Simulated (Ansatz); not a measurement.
# Pressure series in NiSi2

Start from NiSi$_{2}$ (space group Fm-3m, No. 225; a = 5.3870 Å; non-magnetic).

Cell and atoms are relaxed at each pressure.

Level of theory: r2SCAN (Ansatz, a first-principles code), without spin-orbit coupling.

| P (GPa) | V (Å³/atom) |
|---|---|
| -1.99 | 13.193 |
| -0.99 | 13.109 |
| 2.99 | 12.798 |
| 6.99 | 12.523 |
| 14.99 | 12.060 |
| 30.00 | 11.394 |
| 49.99 | 10.732 |
| 74.98 | 10.108 |
| 99.99 | 9.621 |

A third-order Birch–Murnaghan fit to these points gives V₀ = 13.02 Å³/atom, B₀ = 170 GPa and B₀′ = 4.5. At pressure 100 GPa the volume is 73.9 % of V₀.

Load acts through the strain it causes; cell and atoms are relaxed under it. Stability against distortions was not tested. No other phases were tried under pressure. Seeded moments were not kept for the base. The final runs are not spin-polarised.
